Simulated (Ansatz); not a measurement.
The reference is HfC in the rock salt structure (space group Fm-3m, No. 225; a = 4.607 Å; relaxed with 0.1 eV smearing). Axes: x, y, z lie along the cube axes.

The values are results of PBEsol (Ansatz, a quantum-chemistry and plane-wave program, PAW, no spin-orbit coupling), not measurements.

For the base:

```
Item                             Value
-----------------------------  -------
Shortest interatomic distance  2.304 Å
```

It is then changed as follows: biaxial strain +0.83 %, plane normal [111], relaxed out of plane (Cartesian); in-plane vectors clamped, the third vector and the atoms free.

Problem. Estimate the effect on the shortest interatomic distance and energy relative to the base.

Solution. The shortest interatomic distance rises by 0.009 Å to 2.313 Å; the energy goes up by 2.8 meV/atom.

Stability against distortions was not tested. All final runs are without spin polarisation.
